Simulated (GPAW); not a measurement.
Band structure of AgI (F-43m, 2 atoms in the cell).

```
AgI
1.0
    0.00000     3.22630     3.22630
    3.22630     0.00000     3.22630
    3.22630     3.22630     0.00000
Ag I
1 1
Cartesian
  0.00000   0.00000   0.00000
  4.83945   4.83945   4.83945
```

Method: PBE, GPAW PAW datasets PBE (gpaw-data 1.0.1) (plane waves; GPAW).

Settings: mode = pw; ecut = 550 eV; xc = PBE; kpts = 9 9 9; mesh shift (steps) = 0 0 0; occupations.name = fermi-dirac; occupations.width = 0.01 eV; nbands = -6; convergence.bands = -4; symmetry.symmorphic = false; symmetry.tolerance = 0.0005; maxiter = 120; bandpath_npoints = 40.

The starting cell comes from a database of computed structures (which also holds hypothetical and non-ambient phases and stackings), without a prior relaxation at this level. Its lattice was rescaled by a random factor within 2.5 % of one. Spin-orbit coupling is off.

Q: Predict the gap along the standard path and the places of the band edges.

A: The gap along the path is 1.34 eV, direct at Γ to within 0.01 eV.

Levels in eV from the top of the valence band on the SCF mesh, bands 9 to 16:
```tsv
point	9	10	11	12	13	14	15	16
Γ	-3.14	0.00	0.00	0.00	1.34	5.72	5.72	5.72
X	-3.01	-2.67	-1.85	-1.85	3.56	3.84	8.56	9.78
W	-2.91	-2.80	-2.23	-1.68	4.80	5.20	6.43	7.07
K	-3.10	-2.84	-2.07	-1.47	3.92	5.01	7.70	8.09
L	-3.11	-2.98	-0.75	-0.75	2.74	6.22	6.22	7.25
U	-3.10	-2.84	-2.07	-1.47	3.92	5.01	7.70	8.09
```
